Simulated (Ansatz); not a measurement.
Base system: C in the diamond structure (space group Fd-3m, No. 227; a = 3.554 Å). Axes: x, y, z lie along the cube axes.

Calculations: PBEsol (Ansatz, an electronic-structure program, PAW, no SOC).

For the base:

| Item | Result |
|---|---|
| Band gap | 4.03 eV |

Now apply this change: tensile biaxial strain of 0.50 % in the plane normal to [001], as in epitaxy on a mismatched substrate; the out-of-plane cell vector and the atoms relax.

What does the calculation give for the energy relative to the base after the change?

The energy rises by 1.0 meV/atom.

How does this affect the in-plane stress?

The mean in-plane stress (compression positive) comes out as -5.8 GPa.

How does this affect the out-of-plane strain?

The out-of-plane strain comes out as -0.13 %.

Estimate the effect on the band gap.

The band gap decreases by 0.18 eV (4.03 eV → 3.85 eV).

Whether these cells are dynamically stable was not tested.
